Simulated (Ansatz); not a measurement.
The parent structure is Cu in the fcc (Cu type) structure (space group Fm-3m, No. 225; a = 3.5790 Å; relaxed with 0.1 eV smearing). Axes: x, y, z lie along the cube axes.

Calculations: r2SCAN (Ansatz, a quantum-chemistry and plane-wave program, PAW, scalar-relativistic without spin-orbit coupling), earlier PAW set.

Base values:

The volume per atom is 11.46 Å³.

Now apply this change: uniaxial stress, 2 GPa compression along z; all other stress components relax to zero.

Q: Estimate the effect on the mean lateral Poisson ratio, secant Young's modulus along z and volume per atom.

A: The mean lateral Poisson ratio comes out as 0.44; the secant Young's modulus along z amounts to 70 GPa; the volume per atom decreases by 0.04 Å³, from 11.46 Å³ to 11.42 Å³.

Load acts through the strain it causes; cell and atoms are relaxed under it. Stability under load was not tested beyond the relaxation. The final runs are not spin-polarised.
